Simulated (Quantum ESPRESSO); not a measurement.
A working Quantum ESPRESSO input for MgCu2S4 (Pm, 7 atoms in the cell) (DFT, LDA (PZ), plane waves, GBRV 1.5 ultrasoft (LDA) pseudopotentials):

```fortran
&control
   calculation = 'scf'
   prefix = 'pwscf'
   outdir = './tmp/'
   pseudo_dir = './'
   tprnfor = .true.
   tstress = .true.
/
&system
   ibrav = -12
   celldm(1) = 10.0356324698
   celldm(2) = 0.678047869292
   celldm(3) = 1.265094353374
   celldm(5) = -0.360082998598
   nat = 7
   ntyp = 3
   ecutwfc = 50
   ecutrho = 400
   occupations = 'smearing'
   smearing = 'methfessel-paxton'
   degauss = 0.0036749
/
&electrons
   conv_thr = 1.0d-10
   mixing_beta = 0.5
/
ATOMIC_SPECIES
Mg    24.3050  mg_lda_v1.4.uspp.F.UPF
Cu    63.5460  cu_lda_v1.2.uspp.F.UPF
S     32.0600  s_lda_v1.4.uspp.F.UPF
ATOMIC_POSITIONS crystal
Mg    0.7720900000    0.5000000000    0.1787800000
Cu    0.4228600000    0.5000000000    0.5328800000
Cu    0.0706100000    0.0000000000    0.9725100000
S     0.2966600000    0.5000000000    0.1725600000
S     0.2286200000    0.0000000000    0.6254100000
S     0.8378300000    0.0000000000    0.4259500000
S     0.7880000000    0.5000000000    0.8314900000
K_POINTS automatic
4 5 3  0 0 0
```

The run converged in 16 iterations: free energy E − TS -13996.6610 eV; Fermi level (on the code's own zero) 8.15 eV; pressure -0.51 GPa; largest force (vector length) 0.637 eV/Å. Each of these slips is then made, one at a time:

(1)
```diff
+   input_dft = 'scan'
```

(2)
```diff
-   nat = 7
+   nat = 8
```

(3)
```diff
-   smearing = 'methfessel-paxton'
+   smearing = 'fermi'
```

Question: What happens in each case?

Answer: 
(1) A functional that needs a library missing from this build. The program stopped before any SCF iteration.
```
Error in routine set_dft_from_name (2):
libxc needed for this functional
```

(2) An atom count that does not match the list of atoms. The program stopped before any SCF iteration.
```
Error in routine read_cards (8):
wrong number of columns in ATOMIC_POSITIONS
```

(3) A value that the program does not know. The program stopped before any SCF iteration.
```
Error in routine  set_occupations (1):
smearing fermi unknown
```

The starting cell comes from a database of computed structures (which also holds hypothetical and non-ambient phases and stackings), without a prior relaxation at this level. Its lattice was rescaled by a random factor within 2.5 % of one. Spin polarisation is off. The run gives no clean gap (levels at the Fermi energy touch, overlap or are partly filled at this smearing), which alone does not show that the compound is a metal. Without a gap this mesh is coarse (it stands for a supercell whose shortest vector is 18 Å).

Left out of this page: 4 runs of the series outside the window shown, repeating another row's setting, or not comparable.
